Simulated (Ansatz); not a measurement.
The reference is BaTe in the rock salt structure (space group Fm-3m, No. 225; a = 6.941 Å). Axes: x, y, z lie along the cube axes.

All numbers come from Ansatz (a program for electronic structure), PBEsol, PAW, cutoff 420 eV, no SOC.

Strains are applied to the cell and any free atomic positions relax; under biaxial strain the out-of-plane vector relaxes too.

One change was made to it. Results:

| quantity | base | after |
|---|---|---|
| smallest direct gap | 1.82 eV | 1.75 eV |
| valence-band top at Γ (three highest levels, from the VBM) | 0.00, 0.00, 0.00 eV | 0.00, 0.00, -0.04 eV |
| energy relative to the base (free energy F) | 0 meV/atom | +2.3 meV/atom |

### Question
Name the change that was made.
(A) biaxial strain −3.00 %, plane normal [001], relaxed out of plane
(B) biaxial strain −1.00 %, plane normal [001], relaxed out of plane
(C) biaxial strain −2.00 %, plane normal [001], relaxed out of plane
(D) biaxial strain +3.00 %, plane normal [001], relaxed out of plane
(E) biaxial strain +2.00 %, plane normal [001], relaxed out of plane

### Answer
B, biaxial strain −1.00 %, plane normal [001], relaxed out of plane. For comparison, the valence-band top at Γ in the other runs: biaxial strain −2.00 %, plane normal [001], relaxed out of plane gives 0.00, 0.00, -0.07 eV; biaxial strain +3.00 %, plane normal [001], relaxed out of plane gives 0.00, -0.08, -0.08 eV; biaxial strain +2.00 %, plane normal [001], relaxed out of plane gives 0.00, -0.06, -0.06 eV; biaxial strain −3.00 %, plane normal [001], relaxed out of plane gives 0.00, 0.00, -0.12 eV.

With Te present, leaving out spin-orbit coupling can change the band edges. Whether these cells are dynamically stable was not tested.
